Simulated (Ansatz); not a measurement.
WRu (model structure, started from the CuAu type, P4/mmm, No. 123, 2 atoms in the cell), treated with LDA in Ansatz (plane waves, PAW).

Run with plane-wave cutoff 520 eV, 20×20×16 k mesh (along the axes of the cell as run), Fermi–Dirac smearing 0.05 eV, no spin polarisation, scalar-relativistic PAW data made under PBE.

Cell (relaxed at this level):

```
CELL_PARAMETERS angstrom
      2.75038     0.00000     0.00000
      0.00000     2.75038     0.00000
      0.00000     0.00000     3.77653
ATOMIC_POSITIONS crystal
  Ru 0.50000 0.50000 0.50000
  W  0.00000 0.00000 0.00000
```

Task: Give the computed bulk modulus.

Result: 
* **bulk modulus**: 343 GPa

Note: the run has no spin polarisation, so it can have missed a magnetic state; the bulk modulus is −V dP/dV from two relaxed cells at ±2 % in volume; the relaxation could raise the start's symmetry but not lower it, so the cell can be a saddle point.

Spin–orbit coupling is not included.

Computed values are for the static lattice.

The result took very roughly 3 core-minutes.

A model structure was made by putting elements into a prototype or built by hand; it is no filed structure, need not be a known phase, and can be a saddle point held by its symmetry.

Ansatz is a quantum-chemistry and plane-wave program.
